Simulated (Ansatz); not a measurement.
SnO2 under a change: O → S

Consider SnO2 in the rutile structure (space group P4_2/mnm, No. 136; a = 4.769 Å, c = 3.211 Å).

One thing is altered: every O is replaced by S, then cell and atoms are relaxed.

Calculations: PBEsol (Ansatz, an electronic-structure program; PAW; 420 eV plane waves; no SOC), earlier PAW set. Γ-centred 6×6×9 mesh, Fermi–Dirac width 0.05 eV, for the changed cell.

The density drops by 2.50 g/cm³, from 6.85 g/cm³ to 4.35 g/cm³ and the lattice parameter a increases by 1.302 Å, from 4.769 Å to 6.071 Å. The c/a ratio shrinks by 0.0496 to 0.624 and the space group remains P4_2/mnm (No. 136). The shortest interatomic distance increases by 0.452 Å to 2.518 Å and the band gap becomes zero (base: 0.92 eV).

Final structure:

```yaml
crystal:
  lattice:
    - [6.07078, 0.00000, 0.00000]
    - [0.00000, 6.07078, 0.00000]
    - [0.00000, 0.00000, 3.78724]
  atoms:
    - { symbol: Sn, position: [0.50000, 0.50000, 0.50000] }
    - { symbol: Sn, position: [0.00000, 0.00000, 0.00000] }
    - { symbol: S, position: [0.30672, 0.30672, 0.00000] }
    - { symbol: S, position: [0.69328, 0.69328, 0.00000] }
    - { symbol: S, position: [0.80672, 0.19328, 0.50000] }
    - { symbol: S, position: [0.19328, 0.80672, 0.50000] }
```

Stability against distortions was not tested. As relaxed here, SnS2 is a hypothetical phase, not in the database extracts checked. The base started in Pnnm and relaxed to P4_2/mnm at this level. All final runs are without spin polarisation. A zero or small gap of SnS2 can be the functional's error rather than a property of the material.
